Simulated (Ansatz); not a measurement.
**Free linear chain of C atoms**

Levels: PBE (plane waves to 420 eV, PAW; Ansatz, an electronic-structure program); r2SCAN (plane waves to 500 eV, PAW; Ansatz). Unmarked values and the geometry are of the first. Mesh 1×1×118. No spin polarisation, so a magnetic state wasn't tested. It repeats along c; a and b span vacuum. A hypothetical model. It keeps the symmetry and period of its start, so it need not be a minimum against all distortions. Buckling under compression is shut out by symmetry and the short period.

| Quantity | Value |
|---|---|
| period along the axis (2 atoms) | 2.566 Å |
| PBE gap | 0.34 eV, direct at the zone edge |
| valence and conduction edges under the vacuum level (PBE) | 5.38 and 5.04 eV |
| r2SCAN gap at this geometry | 0.38 eV |
| axial stiffness dF/dε | 153 nN |

```xyz
2
Lattice="11.0000 0.0000 0.0000 0.0000 11.0000 0.0000 0.0000 0.0000 2.5663" Properties=species:S:1:pos:R:3 pbc="T T T"
C      5.5000     5.5000    -0.0162
C      5.5000     5.5000     1.2480
```
